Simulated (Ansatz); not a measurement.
The structure below was relaxed with r2SCAN (Ansatz, an electronic-structure program, PAW, spin-orbit coupling left out).

```
CELL_PARAMETERS angstrom
      3.07187    -3.07623     0.00000
      3.07187     3.07623     0.00000
      0.00000     0.00000     5.76816
ATOMIC_POSITIONS crystal
  Ba 0.00000 0.00000 0.00000
  Ca 0.50000 0.50000 0.50000
```

Problem. Find the space group and the Wyckoff positions.

Solution. Space group Cmmm (No. 65); a = 6.1437 Å, b = 6.1525 Å, c = 5.7682 Å, α = β = γ = 90.00°

| atom | site | symmetry | x | y | z |
|---|---|---|---|---|---|
| Ba | 2a | mmm | 0.0000 | 0.0000 | 0.0000 |
| Ca | 2c | mmm | 0.0000 | 0.5000 | 0.5000 |

Problem. Describe the coordination.

Solution. The crystal has 4 atoms in its conventional cell. Conventional cell: a = 6.1437 Å, b = 6.1525 Å, c = 5.7682 Å, α = β = γ = 90.00°. Ba is coordinated by 8 Ca at 4.214–4.217 Å and 4 Ba at 4.347 Å and 2 Ba at 5.768 Å. Ca is coordinated by 8 Ba at 4.214–4.217 Å and 4 Ca at 4.347 Å (cuboctahedral). (Neighbours: up to the widest gap in distance over summed covalent radii, below 1.35, at either atom.)

Each cell is one ordered arrangement of few atoms, which overstates ordering effects compared with a random alloy. Whether these cells are dynamically stable was not tested. The cell was made from Ba by this change: x(Ca) = 0.5, 2 atoms, Cmmm. Under x(Ca) = 0.5, 2 atoms, Cmmm the cell changed shape so far that it is another structure.
